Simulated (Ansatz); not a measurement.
## SrTiO3, response to strain

Base system: SrTiO3 in the cubic perovskite structure (space group Pm-3m, No. 221; a = 3.907 Å). Axes: x, y, z lie along the cube axes.

Strains are applied to the cell and any free atomic positions relax; under biaxial strain the out-of-plane vector relaxes too.

Calculations: r2SCAN (Ansatz, a quantum-chemistry and plane-wave program, PAW, without spin-orbit coupling).

Notes on the quantities. energy relative to the base: free energy F.

```csv
variant,space group,gap character,energy relative to the base,volume per atom
base,Pm-3m (No. 221),"indirect, R → Γ",0 meV/atom,11.93 Å³
"biaxial strain −2.43 %, plane normal [001], relaxed out of plane",P4/mmm (No. 123),"indirect, A → Γ",+19 meV/atom,11.54 Å³
"biaxial strain −0.85 %, plane normal [001], relaxed out of plane",P4/mmm (No. 123),"indirect, A → Γ",+2.2 meV/atom,11.79 Å³
"biaxial strain −1.29 %, plane normal [110], relaxed out of plane",Cmmm (No. 65),"indirect, T → Γ",…,…
isotropic strain +3.86 %,Pm-3m (No. 221),"indirect, R → Γ",+83 meV/atom,13.36 Å³
uniaxial strain ε_xx = −5.97 %,P4/mmm (No. 123),"indirect, A → Γ",+58 meV/atom,11.22 Å³
uniaxial strain ε_xx = +4.27 %,P4/mmm (No. 123),"indirect, A → Γ",+21 meV/atom,12.44 Å³
tensor shear ε_yz = +0.29 %,Cmmm (No. 65),"indirect, T → Γ",+0.2 meV/atom,11.93 Å³
```

Some entries are withheld; estimate them.


- biaxial strain −1.29 %, plane normal [110], relaxed out of plane, energy relative to the base: +5.0 meV/atom
- biaxial strain −1.29 %, plane normal [110], relaxed out of plane, volume per atom: 11.72 Å³

Whether these cells are dynamically stable was not tested. The final runs are not spin-polarised. Many cubic perovskites are stable only at high temperature; tilts and polar distortions were not tested. Labels are those of the standard path for the cell's own space group.
